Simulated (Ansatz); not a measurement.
Results of PBE in Ansatz (PAW) for CsCl-type CuZn.

The input as run:

Ansatz 0.2 input:
```yaml
crystal:
  lattice:
    - [2.9037079857, 0.0, 0.0]
    - [0.0, 2.9037079857, 0.0]
    - [0.0, 0.0, 2.9037079857]
  atoms:
    - { symbol: Zn, position: [0.5, 0.5, 0.5] }
    - { symbol: Cu, position: [0.0, 0.0, 0.0] }
basis:
  ecutwfc: 520
  ecutrho_ratio: 4
  xc_grid: 2
kpoints:
  mp_grid: { grid: [18, 18, 18] }
hamiltonian:
  xc: pbe
  dispersion: none
  pseudopotentials: { kind: paw }
scf:
  occupations: { method: fermi_dirac, width: 0.05 }
  convergence: { dr2_threshold: 0.0000000002 }
output:
  forces: true
  stress: true
  eigenvalues: true
```

**Question.** How many irreducible k-points, plane waves at Γ does the program set up, and what pressure does the run end with?

**Answer.** 220 irreducible k-points, 691 plane waves at Γ; P = 8.26 GPa, so the cell is compressed on average and its volume would grow at this level.

From the output:

```
Crystal: 2 atoms, lattice volume = 24.483 Å³
Basis set: ecut = 520 eV, 691 PW (Γ), exchange–correlation on 48×48×48 points (8 copies of the dense FFT grid, shifted against one another)
Bands: 20, of which v1, the nominal top of the filled ones, is band 16 counted from 1 (15 counted from 0)
Symmetry: 48 space group operations
Space group: Pm-3m (ITA 221), of the structure as read, at distance tolerance 2.9e-5 Å
k-points: 220 of 5832
Functional: x = pbe(κ = 0.804, μ = 0.2195149727645171), c = pbe(β = 0.06672455060314922)
SCF iter   1: F=—  HF=-9944.354967 eV  |F-HF|=—  |Δ(HF+E_count)|=         —  Δρ=2.48e-3  dr2=9.95e-4
SCF iter   2: F=—  HF=-9944.355392 eV  |F-HF|=—  |Δ(HF+E_count)|=   4.24e-4  Δρ=1.58e-3  dr2=4.19e-4
  ...
SCF iter   8: F=—  HF=-9944.355318 eV  |F-HF|=—  |Δ(HF+E_count)|=   3.00e-9  Δρ=1.46e-6  dr2=3.66e-10
SCF iter   9: F=-9944.355318 eV  HF=-9944.355318 eV  |F-HF|=7.28e-12  |Δ(HF+E_count)|=  5.82e-11  Δρ=2.13e-7  dr2=1.05e-11
SCF 1 converged in 9 iterations: F = -9944.355318 eV  dr2 = 1.05e-11
SCF converged after 9 iterations
Free energy (F): -9944.355318 eV
Internal energy: -9944.351287 eV  (E = F + TS)
E sigma→0 (E₀):  -9944.353302 eV
Fermi energy:    15.330723 eV
--- Forces (eV/Å), atoms counted from 1 ---
  atom   1  Zn     0.00000000    -0.00000000     0.00000000
  atom   2  Cu    -0.00000000     0.00000000    -0.00000000
--- Stress (GPa, compression-positive) ---
        8.262009       0.000000       0.000000
       -0.000000       8.262009       0.000000
        0.000000      -0.000000       8.262009
  P = ⅓ Tr σ = 8.2620 GPa (82.620 kbar)
```

The cell is one volume of an energy–volume scan, off the minimum.

Ansatz is a quantum-chemistry and plane-wave program.
